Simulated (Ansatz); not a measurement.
System: WC (model structure, F-43m, No. 216, 2 atoms in the cell). Method: r²SCAN+rVV10 in Ansatz (PAW).

Input:

Ansatz 0.2 input:
```yaml
crystal:
  lattice:
    - [0.0, 2.3504036149, 2.3504036149]
    - [2.3504036149, 0.0, 2.3504036149]
    - [2.3504036149, 2.3504036149, 0.0]
  atoms:
    - { symbol: W, position: [0.0, 0.0, 0.0] }
    - { symbol: C, position: [0.25, 0.25, 0.25] }
basis:
  ecutwfc: 560
  ecutrho_ratio: 4
  xc_grid: 3
kpoints:
  mp_grid: { grid: [20, 20, 20] }
hamiltonian:
  xc: r2scan
  dispersion: rvv10
  pseudopotentials: { kind: paw }
scf:
  occupations: { method: fermi_dirac, width: 0.05 }
output:
  forces: true
  stress: true
  eigenvalues: true
relax:
  f_tol: 0.004
  escape_saddle: false
  max_steps: 80
```

From the output:

```
WARN output.stress: scf.convergence.dr2_threshold = 1e-7 eV (the SCF's general default) is looser than the 2e-10 eV advised for a printed stress (1e-10 eV for …
Relaxation: its limit of steps is 80 (relax.max_steps)
Crystal: 2 atoms, lattice volume = 25.969 Å³
Basis set: ecut = 560 eV, 749 PW (Γ), exchange–correlation on 81×81×81 points (27 copies of the dense FFT grid, shifted against one another)
Bands: 13, of which v1, the nominal top of the filled ones, is band 9 counted from 1 (8 counted from 0)
Symmetry: 24 space group operations
Space group: F-43m (ITA 216), of the structure as read, at distance tolerance 3.0e-5 Å
k-points: 256 of 8000 (time reversal used)
Functional: x = r2scan, c = r2scan + rvv10(b = 11.95, C = 0.0093); τ floored in thin density (d = 2e-4 eV/Å³)
SCF iter   1: F=—  HF=-10644.949667 eV  |F-HF|=—  |Δ(HF+E_count)|=         —  Δρ=7.29e-3  dr2=6.21e-3  dr2_τ=1.80e-1
SCF iter   2: F=—  HF=-10644.978376 eV  |F-HF|=—  |Δ(HF+E_count)|=   2.87e-2  Δρ=4.67e-3  dr2=3.00e-3  dr2_τ=2.52e-4
  ...
SCF 1 converged in 7 iterations: F = -10644.979570 eV  dr2 = 2.52e-8
relax step   1: F+E_penalty+E_count = -10644.97957007 eV  Δ(F+E_penalty+E_count) = +0.000e0 eV  max|allowed force component| = 3.701e-16 eV/Å  Δτ_max = 0.0000 Å  (7 SCF iters, accepted)
Crystal: 2 atoms, lattice volume = 25.969 Å³
Initial density: handed on by an earlier stage of this run
SCF iter   1: F=—  HF=-10644.979570 eV  |F-HF|=—  |Δ(HF+E_count)|=         —  Δρ=1.43e-5  dr2=2.52e-8  dr2_τ=1.05e-8
SCF iter   2: F=-10644.979570 eV  HF=-10644.979570 eV  |F-HF|=1.01e-9  |Δ(HF+E_count)|=   2.43e-9  Δρ=6.70e-6  dr2=4.82e-9  dr2_τ=8.61e-10
SCF 2 converged in 2 iterations: F = -10644.979570 eV  dr2 = 4.82e-9
SCF converged after 2 iterations
Free energy (F): -10644.979570 eV
Internal energy: -10644.970564 eV  (E = F + TS)
E sigma→0 (E₀):  -10644.975067 eV
Fermi energy:    16.458479 eV
--- Forces (eV/Å), atoms counted from 1 ---
  atom   1  W      0.00000000    -0.00000000     0.00000000
  atom   2  C     -0.00000000     0.00000000    -0.00000000
--- Stress (GPa, compression-positive) ---
       -5.357163      -0.000000      -0.000000
       -0.000000      -5.357163       0.000000
       -0.000000       0.000000      -5.357163
  P = ⅓ Tr σ = -5.3572 GPa (-53.572 kbar)
```

The cell is one volume of an energy–volume scan, off the minimum.

The PAW data were made under PBE.

Note: the run has no spin polarisation, so it can have missed a magnetic state. Note: the relaxation could raise the start's symmetry but not lower it, so the cell can be a saddle point.

A model structure was made by putting elements into a prototype or built by hand; it is no filed structure, need not be a known phase, and can be a saddle point held by its symmetry.

Ansatz is an electronic-structure program.
